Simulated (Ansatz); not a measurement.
# HfSi (model structure, started from the WC type, P-6m2, No. 187, 2 atoms in the cell)

All values below come from PBEsol (PAW; Ansatz, a first-principles code).

Numerical settings: plane-wave cutoff 500 eV, 12×12×12 k mesh, Fermi–Dirac smearing 0.05 eV, scalar-relativistic PAW data made under PBE.

Cell (relaxed at this level):

```
HfSi
1.0
    3.05714     0.00000     0.00000
   -1.52857     2.64756     0.00000
    0.00000     0.00000     4.33022
Hf Si
1 1
Direct
  0.00000   0.00000   0.00000
  0.66667   0.33333   0.50000
```

| Item | Result |
|---|---|
| band gap | zero (no gap) |

Note: the relaxation could raise the start's symmetry but not lower it, so the cell can be a saddle point.

Spin–orbit coupling is not included.

A model structure was made by putting elements into a prototype or built by hand; it is no filed structure, need not be a known phase, and can be a saddle point held by its symmetry.
